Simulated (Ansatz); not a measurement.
An Ansatz (a first-principles code) run: Ag with a change (biaxial strain −4.84 %, plane normal [001], relaxed out of plane); Ansatz, r2SCAN, PAW, cutoff 500 eV, without spin-orbit coupling, earlier PAW set.

Input:

Ansatz 0.2 input:
```yaml
crystal:
  lattice:
    - [2.7619246381, 0, 0]
    - [0, 2.7619246381, 0]
    - [1.3809623191, -1.3809623191, 2.1019731518]
  atoms:
    - { symbol: Ag, position: [0, 0, 0] }
basis: { ecutwfc: 500, ecutrho_ratio: 4, xc_grid: 4, fft_grid_basis: typed }
kpoints: { mp_grid: { grid: [28, 28, 28] } }
hamiltonian:
  xc: r2scan
  dispersion: none
  pseudopotentials: { azcp: { folder: ./paw }, kind: paw }
scf: { occupations: { method: fermi_dirac, width: 0.1 } }
relax: { f_tol: 0.005, max_steps: 50, cell: { stress_tol: 0.01, fix: [a, b, gamma] } }
output: { forces: true, stress: true }
checkpoint: { write: state.ck, write_every: 1000 }
```

Output (explanatory and most iteration lines left out):

```
Relaxation: its limit of steps is 50 (relax.max_steps)
Pseudopotential: Ag, paw, valence charge 19
Crystal: 1 atoms, lattice volume = 16.034 Å³
Basis set: ecut = 500 eV, 379 PW (Γ), exchange–correlation on 96×96×96 points (64 copies of the dense FFT grid, shifted against one another)
Bands: 14, of which v1, the nominal top of the filled ones, is band 10 counted from 1 (9 counted from 0)
Symmetry: 16 space group operations
Space group: I4/mmm (ITA 139), of the structure as read, at distance tolerance 2.5e-5 Å
k-points: 1639 of 21952
Functional: x = r2scan, c = r2scan; τ floored in thin density (d = 2e-4 eV/Å³)
SCF iter   1: F=—  HF=-7604.111038 eV  |F-HF|=—  |Δ(HF+E_count)|=         —  Δρ=6.01e-2  dr2=5.91e-1  dr2_τ=1.09e-2  ethr=3.10e-3  ⟨swp⟩=4.9  Hψ=117096  notcnv=0
SCF iter   2: F=—  HF=-7603.956697 eV  |F-HF|=—  |Δ(HF+E_count)|=   1.54e-1  Δρ=2.16e-2  dr2=7.99e-2  dr2_τ=6.51e-3  ethr=3.10e-3  ⟨swp⟩=2.0  Hψ=42941  notcnv=0  defer=268
SCF 1 converged in 7 iterations: F = -7603.965542 eV  dr2 = 6.86e-10
relax step   1: F+E_penalty+E_count = -7603.96554243 eV  Δ(F+E_penalty+E_count) = +0.000e0 eV  max|allowed force component| = 0.000e0 eV/Å  Δτ_max = 0.0000 Å  P = +9.946 GPa  Ω = 16.034 Å³  fix = [a, b, gamma]  reactions: a +11.390, b +11.390 GPa  (7 SCF iters, dr2 threshold 1.00e-7 eV, accepted)
[... steps on the carried basis left out ...]
relax step   6: F+E_penalty+E_count = -7603.98055309 eV  Δ(F+E_penalty+E_count) = +3.413e-6 eV  max|allowed force component| = 0.000e0 eV/Å  Δτ_max = 0.0000 Å  P = +4.292 GPa  Ω = 16.754 Å³  energy of the carried Pulay correction = -4.777e-6 eV  fix = [a, b, gamma]  reactions: a +6.437, b +6.437 GPa  (4 SCF iters, dr2 threshold 9.19e-9 eV, accepted)
Crystal: 1 atoms, lattice volume = 16.754 Å³
SCF iter   1: F=—  HF=-7603.980559 eV  |F-HF|=—  |Δ(HF+E_count)|=         —  Δρ=3.75e-6  dr2=2.35e-9  dr2_τ=5.60e-10  ethr=6.96e-8  ⟨swp⟩=2.6  Hψ=174650  notcnv=0
SCF iter   2: F=—  HF=-7603.980558 eV  |F-HF|=—  |Δ(HF+E_count)|=   8.78e-7  Δρ=1.93e-6  dr2=2.90e-10  dr2_τ=5.92e-11  ethr=1.24e-11  ⟨swp⟩=2.7  Hψ=41725  notcnv=0
SCF 7 converged in 5 iterations: F = -7603.980558 eV  dr2 = 3.25e-14
SCF converged after 5 iterations
Free energy (F): -7603.980558 eV
Internal energy: -7603.971547 eV  (E = F + TS)
E sigma→0 (E₀):  -7603.976052 eV
Entropy (-TS):   -0.009011 eV (-9.011 meV/atom)
Fermi energy:    17.679452 eV
--- Forces (eV/Å), atoms counted from 1 ---
  atom   1  Ag     0.00000000     0.00000000     0.00000000
--- Stress (GPa, compression-positive) ---
        6.436821       0.000000      -0.000000
        0.000000       6.436821       0.000000
       -0.000000       0.000000       0.001436
  P = ⅓ Tr σ = 4.2917 GPa (42.917 kbar)
--- Relaxed structure (5 steps of the walk, 5 accepted, 2 SCFs on fresh bases) ---
  cell:  # Å, volume = 16.7536 Å³
    - [2.7619246381, 1.9534544255700523e-22, -3.2849190349863316e-11]
    - [1.9534524234556036e-22, 2.7619246381, 3.284917351629632e-11]
    - [1.3809623190761215, -1.3809623190761215, 2.196264427733798]
  atoms:
    - { symbol: Ag, position: [0.0, 0.0, 0.0] }
```

Stability against distortions was not tested. The cell was made from Ag in the fcc (Cu type) structure (space group Fm-3m, No. 225) by this change: biaxial strain −4.84 %, plane normal [001], relaxed out of plane.
